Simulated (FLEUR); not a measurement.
Troubleshooting FLEUR: a failed run on Sc (P6_3/mmc, 4 atoms in the cell). The aim is a self-consistent single point with DFT, PBEsol, all-electron FLAPW (FLEUR), scalar-relativistic valence.

Cell that was meant: a = 3.2669 Å, b = 3.2669 Å, c = 10.5111 Å, α = 90.00°, β = 90.00°, γ = 120.00°.

Part of the input:

```xml
   <atomSpecies>
      <species name="Scandium (Sc)" element="Sc" atomicNumber="21">
         <mtSphere radius="2.68" gridPoints="925" logIncrement="0.013"/>
         <atomicCutoffs lmax="10" lnonsph="8"/>
         <electronConfig flipSpins="F">
            <coreConfig>(1s1/2) (2s1/2) (2p1/2) (2p3/2)</coreConfig>
            <valenceConfig>(3s1/2) (3p1/2) (3p3/2) (4s1/2) (3d3/2) (3d5/2)</valenceConfig>
```

Output, abridged:

```
inp.xml:36: Schemas validity error : Element 'atomicCutoffs', attribute 'lnonsph': The attribute 'lnonsph' is not allowed.
inp.xml:36: Schemas validity error : Element 'atomicCutoffs': The attribute 'lnonsphr' is required but missing.
      Welcome to FLEUR        (www.flapw.de)
      MaX-Release 8.1          (www.max-centre.eu)
**************FLEUR-Error*****************
Error message: XML document cannot be validated against Schema.
Error occurred in subroutine: xml%ValidateDoc
Hint: If there are no details listed above this message use 'xmllint --xinclude --schema FleurInputSchema.xsd inp.xml'.
Error from PE:0/1
 Last known location:
```

Problem. Read the log: what does the program object to, and what is the fix?

Solution. The fault is a keyword that the program does not know. The program does not know a key of this name. To fix it, use the program's own name for the key. The program stopped before any SCF iteration.

The sound input it was made from differs as follows (other fixes are possible):
```diff
-         <atomicCutoffs lmax="10" lnonsph="8"/>
+         <atomicCutoffs lmax="10" lnonsphr="8"/>
```

With that input, the run converged in 14 iterations: free energy E − TS -83085.2685 eV; Fermi level (on the code's own zero) 6.26 eV (DFT, PBEsol, all-electron FLAPW (FLEUR), scalar-relativistic valence).

On the sound input: the starting cell was generated: these elements placed on a structure prototype, without a prior relaxation; it need not be a known phase or ordering of this composition. Its lattice was rescaled by a random factor within 2.5 % of one. Values depend on the basis (sphere radii, cutoffs, local orbitals), which need not be converged.
